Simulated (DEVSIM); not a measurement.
System: Si p-n junction from an implanted or diffused profile, at 300 K.

| layer (left to right) | material | thickness (μm) | Nd (cm⁻³) | τn (s) | τp (s) |
|---|---|---|---|---|---|
| 1 | Si | 11.0 | 6.8e16 | 0.00023 | 0.00023 |

Added acceptor profile: 1.1e19 cm⁻³ × exp(−(x − 0 μm)²/(2·(0.11 μm)²)). Left contact: ohmic. Right contact: ohmic. Voltage is applied to the left contact. Recombination: SRH at mid-gap, Auger. Mobility is μmin + (μ − μmin)/(1 + (N/Nref)^α).

This is a model device: material constants are rounded textbook-type values typed into the input, and sizes, dopings and lifetimes were drawn at random. Values at 300 K.

```csv
parameter,Si
gap (eV),1.124
affinity (eV),4.05
permittivity,11.7
Nc (cm⁻³),2.86e19
Nv (cm⁻³),3.1e19
μn (cm²/Vs),1417
μp (cm²/Vs),470
"μn,min",52
"μp,min",45
"Nref,n",9.7e16
"Nref,p",2.2e17
αn,0.68
αp,0.72
Cn (cm⁶/s),2.8e-31
Cp (cm⁶/s),9.9e-32
```

Simulated with DEVSIM: 1D drift-diffusion, Boltzmann statistics, complete ionisation; no tunnelling, impact ionisation, image-force lowering or self-heating.

Problem. Tabulate band edges, carrier densities and field at 0.9 V on the left contact.

Solution. Energies count from the Fermi level of the right contact; mesh points crowd at the junctions.

```csv
x (μm),Ec (eV),Ev (eV),n (cm⁻³),p (cm⁻³),field (V/cm)
0.000,0.197,-0.927,< 1e2,1.1e19,-22
0.01881,0.197,-0.927,1.3e15,1.1e19,-400
0.04511,0.195,-0.929,3.3e15,1.0e19,-960
0.08462,0.189,-0.935,7.0e15,8.1e18,-1800
0.1575,0.171,-0.953,2.1e16,3.9e18,-3400
0.2266,0.143,-0.981,6.7e16,1.3e18,-4600
0.2970,0.114,-1.010,2.1e17,4.3e17,-2800
0.3916,0.102,-1.022,3.2e17,2.7e17,-260
0.4620,0.102,-1.022,3.3e17,2.6e17,≈ 0
0.5363,0.102,-1.022,3.3e17,2.6e17,22
0.6912,0.102,-1.022,3.3e17,2.6e17,24
1.139,0.103,-1.021,3.2e17,2.5e17,25
1.898,0.105,-1.019,3.0e17,2.3e17,26
3.436,0.110,-1.014,2.7e17,2.0e17,30
7.345,0.125,-0.999,1.8e17,1.1e17,49
9.104,0.135,-0.989,1.3e17,6.2e16,73
10.02,0.143,-0.981,1.0e17,3.5e16,100
10.52,0.148,-0.976,8.7e16,1.9e16,130
10.81,0.153,-0.971,7.6e16,8.0e15,170
10.91,0.154,-0.970,7.2e16,3.8e15,180
10.97,0.156,-0.968,7.0e16,1.5e15,200
11.00,0.156,-0.968,6.8e16,1700,200
```
